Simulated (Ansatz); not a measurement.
Results of r²SCAN (PAW; Ansatz, a quantum-chemistry and plane-wave program) for C (R-3m, No. 166, 4 atoms in the cell; start COD 1000065; another form than the element's usual one).

Run with plane-wave cutoff 560 eV, 16×16×16 k mesh, Fermi–Dirac smearing 0.01 eV, scalar-relativistic PAW data made under PBE.

Cell (relaxed at this level):

```
CELL_PARAMETERS angstrom
      1.22782     0.70888    12.50794
     -1.22782     0.70888    12.50794
      0.00000    -1.41776    12.50794
ATOMIC_POSITIONS crystal
  C  0.04718 0.04718 0.04718
  C  0.95282 0.95282 0.95282
  C  0.28616 0.28616 0.28616
  C  0.71384 0.71384 0.71384
```

Task: Estimate the band gap and Γ–Γ gap that the calculation returns.

Result: 
- band gap: 1.04 eV (on the SCF k mesh)
- Γ–Γ gap: 6.75 eV

Note: the relaxation could not lower the start's symmetry, so the cell can be a saddle point above a distorted one.

Computed values are for the static lattice.
